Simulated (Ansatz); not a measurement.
F on the 1x1 (110) surface of 3C silicon carbide (cut with top plane C + Si), one in a 2x2 cell, energies for each (54.3 Å²). Energies are against ½ F2(g), without zero-point or thermal terms; each row is named by its start.

Host crystal: 3C silicon carbide, with a band gap (PBE, scalar-relativistic without spin-orbit coupling).

Computed with PBE (plane waves to 420 eV, PAW; Ansatz, an electronic-structure program).

Set-up: 49 atoms, 7.7 Å thick at the start under the adsorbate (thin: gaps and levels are the slab's own); mesh 3x3x1; 0.01 eV smearing; dipole correction on; 24 atoms held, the rest relaxed; each run with such symmetry as its start has; spin-polarised, no spin-orbit, no U, no dispersion correction.

A negative adsorption energy means that the adsorbate is more stable on the surface than in its reference. Starts that drift may end in the same place. Heights count from the host atoms within 0.3 Å of the top one. Moments of ungapped slabs depend on the mesh.

```json
[
 {"starting site": "top C", "E_ads (eV)": "-2.41", "height (Å)": "1.17", "nearest host atom (Å)": "C 1.41", "bonded to": "C", "change of the vacuum step (eV)": "-0.50", "lateral drift (Å)": "0.9", "moment (μB)": "0.1"},
 {"starting site": "top Si", "E_ads (eV)": "-4.14", "height (Å)": "1.49", "nearest host atom (Å)": "Si 1.61", "bonded to": "Si", "change of the vacuum step (eV)": "0.31", "lateral drift (Å)": "1.0", "moment (μB)": "1.0"},
 {"starting site": "over Si at depth 1.5 Å", "E_ads (eV)": "-2.41", "height (Å)": "1.17", "nearest host atom (Å)": "C 1.41", "bonded to": "C", "change of the vacuum step (eV)": "-0.50", "lateral drift (Å)": "0.2", "moment (μB)": "0.1"},
 {"starting site": "over C at depth 1.5 Å", "E_ads (eV)": "-4.14", "height (Å)": "1.48", "nearest host atom (Å)": "Si 1.61", "bonded to": "Si", "change of the vacuum step (eV)": "0.31", "lateral drift (Å)": "0.3", "moment (μB)": "1.0"},
 {"starting site": "hollow beside Si", "E_ads (eV)": "-4.14", "height (Å)": "1.48", "nearest host atom (Å)": "Si 1.61", "bonded to": "Si", "change of the vacuum step (eV)": "0.31", "lateral drift (Å)": "1.9", "moment (μB)": "1.0"},
 {"starting site": "hollow C-C-Si-Si", "E_ads (eV)": "-4.14", "height (Å)": "1.48", "nearest host atom (Å)": "Si 1.61", "bonded to": "Si", "change of the vacuum step (eV)": "0.31", "lateral drift (Å)": "1.1", "moment (μB)": "1.0"},
 {"starting site": "bridge C-Si (span 3.9 Å)", "E_ads (eV)": "-4.15", "height (Å)": "1.48", "nearest host atom (Å)": "Si 1.61", "bonded to": "Si", "change of the vacuum step (eV)": "0.32", "lateral drift (Å)": "1.1", "moment (μB)": "1.0"}
]
```
